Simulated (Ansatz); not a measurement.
## hcp Ru (1 0 0) on tetragonal BaTiO3 (1 1 0) (film strained to the substrate, started from cuts of the bulks and a machine-learned relaxation; slabs Ba5Ti5O13 and Ru16, which can lie off the formulas)

A periodic stack without vacuum, hcp Ru (1 0 0) on tetragonal BaTiO3 (1 1 0) (film strained to the substrate, started from cuts of the bulks and a machine-learned relaxation; slabs Ba5Ti5O13 and Ru16, which can lie off the formulas): substrate slab Ba5Ti5O13, film Ru16, surface cells [[0, 1], [-1, 0]] and [[2, 0], [0, 1]], film strained by -2.1 and +3.6 %, outermost planes BaOTi/BaOTi and Ru/Ru as cut, which need not be the usual terminations and can put a slab off its formula.

The start was prepared with a machine-learned potential, and the result is one local minimum, with the in-plane cell held and forces under 0.04 eV/Å; the film can end far from its bulk form.

These are PBE (plane waves to 420 eV, PAW; Ansatz, an electronic-structure program) values and carry that method's errors. No spin–orbit coupling; the runs are not spin-polarised; PBE gaps are too small against experiment. Its k-point mesh 6×7×1, Fermi–Dirac width 0.05 eV.

```
Quantity                                                                                   Result
--------------------------------------------------------------------------------  ---------------
interface area                                                                            23.7 Å²
period                                                                                    23.81 Å
heights between the nearest atoms of the two slabs at the two interfaces          2.02 and 2.50 Å
Ba–Ru contacts across the interfaces within 1.22 times the sum of covalent radii  12, mean 3.65 Å
Ru–Ti contacts across the interfaces within 1.22 times the sum of covalent radii   6, mean 3.15 Å
O–Ru contacts across the interfaces within 1.22 times the sum of covalent radii    1, mean 2.18 Å
```

```yaml
crystal:
  lattice:
    - [5.63557, 0.00053, 0.11051]
    - [0.00023, 4.20221, -0.03190]
    - [3.29435, -0.53572, 23.88827]
  atoms:
    - { symbol: Ba, position: [0.26317, 0.01302, 0.05006] }
    - { symbol: Ti, position: [0.75637, 0.54499, 0.05466] }
    - { symbol: O, position: [0.75986, 0.97283, 0.05623] }
    - { symbol: Ba, position: [0.68113, 0.04215, 0.16934] }
    - { symbol: Ti, position: [0.17974, 0.55634, 0.16837] }
    - { symbol: O, position: [0.18218, 0.99151, 0.16941] }
    - { symbol: O, position: [0.46998, 0.49942, 0.10772] }
    - { symbol: O, position: [0.98484, 0.49807, 0.10729] }
    - { symbol: Ba, position: [0.10291, 0.05863, 0.28651] }
    - { symbol: Ti, position: [0.60254, 0.57438, 0.28585] }
    - { symbol: O, position: [0.60214, 0.01091, 0.28843] }
    - { symbol: O, position: [0.89081, 0.52245, 0.22825] }
    - { symbol: O, position: [0.39378, 0.52148, 0.22861] }
    - { symbol: Ba, position: [0.52362, 0.06496, 0.40532] }
    - { symbol: Ti, position: [0.02510, 0.58931, 0.40279] }
    - { symbol: O, position: [0.02438, 0.03266, 0.40442] }
    - { symbol: O, position: [0.31228, 0.54025, 0.34847] }
    - { symbol: O, position: [0.81174, 0.53975, 0.34849] }
    - { symbol: Ba, position: [0.94924, 0.08824, 0.51700] }
    - { symbol: Ti, position: [0.44566, 0.55041, 0.52239] }
    - { symbol: O, position: [0.44265, 0.09186, 0.52706] }
    - { symbol: O, position: [0.73496, 0.57113, 0.46952] }
    - { symbol: O, position: [0.22728, 0.57114, 0.46953] }
    - { symbol: Ru, position: [0.87634, 0.90646, 0.62670] }
    - { symbol: Ru, position: [0.38541, 0.91417, 0.61207] }
    - { symbol: Ru, position: [0.59604, 0.42426, 0.65143] }
    - { symbol: Ru, position: [0.12218, 0.42410, 0.65144] }
    - { symbol: Ru, position: [0.55758, 0.93523, 0.71651] }
    - { symbol: Ru, position: [0.07492, 0.93542, 0.71666] }
    - { symbol: Ru, position: [0.29588, 0.43801, 0.74938] }
    - { symbol: Ru, position: [0.79500, 0.43478, 0.74626] }
    - { symbol: Ru, position: [0.24710, 0.94870, 0.81720] }
    - { symbol: Ru, position: [0.74994, 0.94842, 0.81455] }
    - { symbol: Ru, position: [0.97829, 0.45485, 0.84709] }
    - { symbol: Ru, position: [0.48005, 0.45446, 0.84625] }
    - { symbol: Ru, position: [0.93302, 0.96693, 0.91421] }
    - { symbol: Ru, position: [0.44714, 0.96542, 0.91227] }
    - { symbol: Ru, position: [0.66673, 0.47094, 0.94529] }
    - { symbol: Ru, position: [0.15996, 0.47215, 0.94180] }
```
